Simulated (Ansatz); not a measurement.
Functionals compared on the (311) surface of silicon in its 1x1 cell, relaxed from an ideal cut (the real face may reconstruct), outermost plane spacing 1.24 Å in the ideal cut (in the relaxation 2 Si–Si bonds formed), in Ansatz (plane waves, PAW). The structure was relaxed with PBE; the other rows are single points on it, each with its references at the same level. Cutoff 420 eV (500 eV for r2SCAN).

Model: 14-atom slab, 11.1 Å thick at the start, 7x4x1 mesh, Fermi-Dirac 0.025 eV, dipole correction, all atoms relaxed; held to the part of the start's symmetry that mesh and held atoms allow; no spin (no spin-polarised run to compare, though such a face may carry moments), no spin-orbit, no U. The slab shows no gap on its mesh. These notes are the PBE run's.

```csv
functional,surface energy (J/m²),work function of the top face (eV),ionisation potential (eV),rough cost of the single point
PBE,1.51,4.28,4.28,–
LDA,___,___,___,roughly 23 core-seconds
PBEsol,1.55,4.34,4.30,very roughly 22 core-seconds
RPBE,1.43,4.19,4.22,roughly 23 core-seconds
r2SCAN,1.77,4.31,4.41,very roughly 50 core-seconds
```

### Question
Complete the blanks.

### Answer

- LDA, surface energy (J/m²): 1.63
- LDA, work function of the top face (eV): 4.49
- LDA, ionisation potential (eV): 4.44

Ansatz is a first-principles code.
